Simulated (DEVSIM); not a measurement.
Structure: Si n-p junction from an implanted or diffused profile, at 300 K.

```tsv
layer (left to right)	material	thickness (μm)	Na (cm⁻³)	τn (s)	τp (s)
1	Si	3.20	5.5e16	1.4e-7	1.4e-7
```

Added donor profile: 1.8e18 cm⁻³ × exp(−(x − 0.02 μm)²/(2·(0.023 μm)²)). Left contact: ohmic. Right contact: ohmic. Voltage is applied to the left contact. Recombination: SRH at mid-gap, radiative, Auger. Mobility is μmin + (μ − μmin)/(1 + (N/Nref)^α).

Constants are typed, rounded textbook-type inputs, not results; the design itself was drawn at random and stands for no fabricated device. Values at 300 K; Nc and Nv go as T^1.5, mobilities as T to minus their exponent, the gap by Varshni's rule with the affinity fixed.

| parameter | Si |
|---|---|
| gap (eV) | 1.124 |
| affinity (eV) | 4.05 |
| permittivity | 11.7 |
| Nc (cm⁻³) | 2.86e19 |
| Nv (cm⁻³) | 3.1e19 |
| μn (cm²/Vs) | 1417 |
| μp (cm²/Vs) | 470 |
| μn,min | 52 |
| μp,min | 45 |
| Nref,n | 9.7e16 |
| Nref,p | 2.2e17 |
| αn | 0.68 |
| αp | 0.72 |
| T exponent of μn | 2.3 |
| T exponent of μp | 2.2 |
| B (cm³/s) | 4.7e-15 |
| Cn (cm⁶/s) | 2.8e-31 |
| Cp (cm⁶/s) | 9.9e-32 |
| Varshni α (eV/K) | 0.000473 |
| Varshni β (K) | 636 |

Model (solved in DEVSIM): 1D drift-diffusion, Boltzmann statistics, complete ionisation; no tunnelling, impact ionisation, image-force lowering or self-heating.

Base results: potential step across the device at zero bias (V) 0.878; dark forward voltage at 1 A/cm² (V) 0.624; dark forward voltage at 100 A/cm² (V) 0.746.

Problem. What follows from this one change: temperature 300 → 250 K?

Solution. potential step across the device at zero bias 0.878 → 0.943 V; dark forward voltage at 1 A/cm² 0.624 → 0.727 V; dark forward voltage at 100 A/cm² 0.746 → 0.829 V.

Problem. What follows from this one change: doping Na of layer 1 5.5e+16 → 5.5e+17 cm^-3?

Solution. potential step across the device at zero bias 0.878 → 0.923 V; dark forward voltage at 1 A/cm² 0.624 → 0.645 V; dark forward voltage at 100 A/cm² 0.746 → 0.768 V.
